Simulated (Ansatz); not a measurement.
Levels about the gap of amorphous In$_{12}$Sn$_{6}$Zn$_{6}$O$_{36}$ (60 atoms in a cell of 809 Å³, 6.27 g/cm³; zone centre alone, so wide bands show as single levels with stretches between that a denser mesh fills), at the geometry that PBE relaxed, where it gives 0.0 GPa on a denser mesh. The participation number counts the atoms over which a state spreads; weights are charges in smoothed Voronoi cells. The levels come from a single point, so bond lengths are those of that geometry. Method of the levels: PBE, scalar-relativistic without spin-orbit coupling (Ansatz, an electronic-structure program). Sampling: the zone centre alone; Fermi-Dirac width 0.02 eV; no spin polarisation.

Preparation: random packing, a CHGNet melt and quench, and a DFT relaxation. O atoms were pushed apart under 1.9 Å during the dynamics, to hinder bonds among them. The hot cell started wider than the set density and was brought back towards it in steps. It is the lowest in DFT energy of 2 quenches. It is a model cell: composition and starting density were chosen by hand, and all elements were melted together. No dispersion term was used. Its density started from a set value of 6.31 and ended at 6.27 g/cm³. The simulated quench (nominally 150 K/ps over its main leg) is rapid and tends to freeze in more defects than a deposited or slowly cooled glass has. Values belong to this one cell and scatter from quench to quench. The volume was free in the relaxation, at fixed shape. Stress components on the final sampling reach 2.4 GPa. On a 2×2×2 Γ-centred mesh force components of up to 0.18 eV/Å stay, since the relaxation ran on the zone centre alone.

| E - E(highest filled), eV | filling | participation number | largest on | weight O | weight In | weight Sn | weight Zn |
|---|---|---|---|---|---|---|---|
| -0.34 | filled | 13.2 | O, 3 neighbours | 0.92 | 0.03 | 0.01 | 0.04 |
| -0.31 | filled | 16.0 | O, 4 neighbours | 0.86 | 0.02 | 0.01 | 0.11 |
| -0.24 | filled | 8.3 | O, 3 neighbours | 0.93 | 0.03 | 0.01 | 0.03 |
| -0.22 | filled | 14.5 | O, 4 neighbours | 0.88 | 0.03 | 0.01 | 0.08 |
| -0.18 | filled | 16.4 | O, 3 neighbours | 0.83 | 0.04 | 0.01 | 0.12 |
| -0.12 | filled | 17.8 | O, 3 neighbours | 0.88 | 0.03 | 0.01 | 0.08 |
| 0.00 | filled | 14.0 | O, 4 neighbours | 0.79 | 0.03 | 0.01 | 0.16 |
| 0.51 | empty | 54.8 | O, 3 neighbours | 0.60 | 0.21 | 0.10 | 0.09 |
| 3.22 | empty | 29.7 | Sn, 6 neighbours | 0.60 | 0.21 | 0.16 | 0.03 |
| 3.30 | empty | 24.8 | In, 5 neighbours | 0.60 | 0.26 | 0.11 | 0.02 |
| 3.49 | empty | 28.2 | In, 5 neighbours | 0.59 | 0.31 | 0.08 | 0.02 |
| 3.56 | empty | 35.0 | In, 5 neighbours | 0.60 | 0.26 | 0.09 | 0.06 |
| 3.72 | empty | 35.2 | Sn, 6 neighbours | 0.62 | 0.15 | 0.21 | 0.02 |
| 3.89 | empty | 35.5 | In, 5 neighbours | 0.59 | 0.31 | 0.04 | 0.06 |

Most localised among these is the filled level at -0.24 eV, on a O atom, which has 3 neighbours (Sn 2.03 Å, In 2.15 Å, In 2.20 Å).
